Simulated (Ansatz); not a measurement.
**What pressure 7.5 GPa does to GaN**

Base system: GaN in the zinc blende structure (space group F-43m, No. 216; a = 4.4982 Å).

The change: a hydrostatic pressure of 7.5 GPa.

Level of theory: r2SCAN in Ansatz (plane waves to 500 eV, PAW, spin-orbit coupling left out), earlier PAW set. Settings: 13×13×13 k-points, 0.05 eV Fermi–Dirac smearing.

Volume per atom: 10.98 Å³ (base 11.38 Å³)
Density: 6.33 g/cm³ (base 6.11 g/cm³)
Lattice parameter a: 4.445 Å (base 4.498 Å)
Shortest interatomic distance: 1.925 Å (base 1.948 Å)
Band gap: 2.41 eV (base 2.17 eV)
Gap character: direct at Γ (base direct at Γ)
Mean gap deformation potential ΔEg/Δln V: -6.7 eV
Width of the top valence band: 3.90 eV (base 3.72 eV)
Electron mass: 0.19 mₑ (at Γ) (base 0.17 mₑ (at Γ))
Hole mass (degenerate bands, along [100]): 0.19, 0.84, 0.84 mₑ (at Γ) (base 0.18, 0.86, 0.86 mₑ (at Γ))
Valley order (the lowest conduction-band minima on the path, energy above the VBM, named in the base's zone): Γ 2.41 eV; X along ⟨100⟩ 3.79 eV (base Γ 2.17 eV; X along ⟨100⟩ 3.77 eV)

Load acts through the strain it causes; cell and atoms are relaxed under it. Effective masses come from finite differences of ±0.01 Å⁻¹. Whether these cells are dynamically stable was not tested. Tetrahedral semiconductors of this kind turn to denser phases somewhere between about 1 and 50 GPa; those were not computed, so compressed cells here can lie past the real transition. This is not the structure that GaN has at room temperature and ambient pressure.

Ansatz is a program for electronic structure.
